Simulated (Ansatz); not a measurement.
# How the smallest direct gap on the k points sampled of cubic perovskite KMgF3 moves with the method

No measured value is used here.

```tsv
level (code)	value (eV)
LDA (Ansatz)	7.29
PBE (Ansatz)	7.63
r²SCAN (Ansatz)	8.56
B3LYP (VWN-RPA form) (Ansatz)	…
r²SCAN0 (Ansatz)	11.21
Hartree–Fock (Ansatz)	…
G0W0@PBEsol (Ansatz)	12.16
```

Task: Some entries are withheld; supply them.

Result: 
- B3LYP (VWN-RPA form) (Ansatz, an electronic-structure program), value (eV): 10.11
- Hartree–Fock (Ansatz), value (eV): 20.03

At these levels the smallest gap is indirect and lower: LDA 6.96, PBE 7.31, r²SCAN 8.25, B3LYP (VWN-RPA form) 9.81, r²SCAN0 10.91, Hartree–Fock 19.79, G0W0@PBEsol 11.83 eV. Computed values are for a static lattice.  G0W0@PBEsol: a quasiparticle level at a band edge is in doubt. Values are at the measured cell. Cutoffs and k meshes differ between the levels. Ansatz's density-functional and Hartree–Fock values are scalar-relativistic unless marked +SOC, with PAW data made under PBE.
